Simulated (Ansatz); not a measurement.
Ansatz (an electronic-structure program), DFT, PBE, plane waves, its default PAW files: fcc Cu, atoms displaced (Cu108), 108 atoms. Basis and mesh were picked for this test and aren't claimed converged.

```
Property                                                    Value
-----------------------------  ----------------------------------
cell                           10.85, 10.85, 10.85 Å; 90, 90, 90°
distance to the nearest atom                       2.43 to 2.53 Å
task                                                 single point
k mesh                                                      2×2×2
hamiltonian.xc                                                pbe
kind of files                                                 paw
scf.occupations.method                                fermi_dirac
scf.occupations.width                                      0.1 eV
output.forces                                                true
memory maximum (--max-ram)                                 600GiB
accuracy                                         medium (default)
basis.xc_grid                                         2 (default)
scf.eigensolver.kind                               auto (default)
scf.mixing.algorithm                               auto (default)
scf.mixing.preconditioner                          auto (default)
scf.convergence.dr2_threshold                     1e-06 (default)
k-points after symmetry                                         8
bands at the start                                           1134
electrons                                                    2052
plane waves at Γ                                            24885
cutoff (eV)                                                   420
FFT grid                                                 75×75×75
symmetry operations                                             1
```

Machine: one whole node with four NVIDIA GB200 cards and two Grace (Neoverse V2) sockets of 72 cores, of which 136 in all may be used; each card has its host threads on the socket beside it.

Times are medians of repeated runs, from launch to exit, start-up of the cards included. No other job ran on the node; its own services took about 4 cores, and under one core (or 1.5 %) of those that a run was pinned to. Unless noted, each process is bound to its own block of adjacent cores. The build: release build for Arm (Neoverse V2), with CUDA, one process with threads; another build can shift the numbers. Scratch files lie in a memory file system.

First run (1 card, 32 host threads, basis.precision = auto (default), --slots auto (default), scf.lower_state_search = light (default), --kpoint-batch not set):

```
── phase timings ───────────────────────
phase                  total
diag                  1.333s
density               0.234s
forces                0.081s
complement_search     0.077s
potential             0.074s
mixing                0.043s
fermi                 0.004s
paw_out               0.002s
xc_out                0.002s
energy_assemble       0.001s
energy                0.001s
hubbard               0.000s
work_function         0.000s
charged_cell          0.000s
efg                   0.000s
Σ                     1.852s
```

Second run:

```
── phase timings ───────────────────────
phase                  total
diag                  4.328s
density               0.337s
forces                0.176s
potential             0.074s
complement_search     0.072s
mixing                0.045s
fermi                 0.004s
paw_out               0.002s
xc_out                0.002s
energy_assemble       0.001s
energy                0.001s
hubbard               0.000s
efg                   0.000s
charged_cell          0.000s
work_function         0.000s
Σ                     5.043s
```

### Question
Which of these changes turns the first timing block into the second?
A. --kpoint-batch 4
B. basis.precision = f64
C. scf.lower_state_search = off
D. --slots 4

### Answer
B, basis.precision = f64. The largest move is in band solves (diag): 1.3 s to 4.3 s. The band solves carry the change: the iterations make 131570 against 131540 applications of H to a band, at 0.01 against 0.033 ms of diag time each. The other changes gave 2.9 s (--slots 4), 2.9 s (scf.lower_state_search = off), 4.5 s (--kpoint-batch 4), against 6.2 s here and 2.9 s at first.

Keys are those of Ansatz 0.2.
